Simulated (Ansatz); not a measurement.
# SnO: response to strain

The reference is SnO (space group P4/nmm, No. 129; a = 3.767 Å, c = 4.557 Å; layered, stacked along the Cartesian z axis; relaxed with 0.1 eV smearing). Axes: x, y, z lie along a, b, c of the conventional cell.

Strains are applied to the cell and any free atomic positions relax; under biaxial strain the out-of-plane vector relaxes too.

Computed with plane-wave PAW DFT at the PBEsol-D3(BJ) level (Ansatz, an electronic-structure program, 420 eV), no SOC, earlier PAW set.

Notes on the quantities. pressure: mean of the normal stresses, compression positive.

| variant | shortest interatomic distance | pressure | space group |
|---|---|---|---|
| base | 2.210 Å | 0.0 GPa | P4/nmm (No. 129) |
| biaxial strain −1.52 %, plane normal [001], relaxed out of plane | 2.197 Å | 2.0 GPa | P4/nmm (No. 129) |
| biaxial strain −1.13 %, plane normal [001], relaxed out of plane | 2.200 Å | [?] | P4/nmm (No. 129) |
| biaxial strain −0.37 %, plane normal [001], relaxed out of plane | 2.207 Å | 0.4 GPa | P4/nmm (No. 129) |
| isotropic strain −4.29 % | 2.161 Å | 10.9 GPa | P4/nmm (No. 129) |
| isotropic strain −1.78 % | 2.191 Å | 3.6 GPa | P4/nmm (No. 129) |
| isotropic strain +4.54 % | 2.260 Å | -5.9 GPa | P4/nmm (No. 129) |
| uniaxial strain ε_xx = +3.17 % | 2.214 Å | -2.1 GPa | Pmmn (No. 59) |
| tensor shear ε_yz = −2.47 % | 2.201 Å | [?] | P2_1/m (No. 11) |
| tensor shear ε_xy = +0.14 % | 2.210 Å | 0.0 GPa | Cmme (No. 67) |

### Question
What belongs in the blanks?

### Answer

- biaxial strain −1.13 %, plane normal [001], relaxed out of plane, pressure: 1.4 GPa
- tensor shear ε_yz = −2.47 %, pressure: 0.2 GPa

No phonon test of stability was made. All final runs are without spin polarisation.
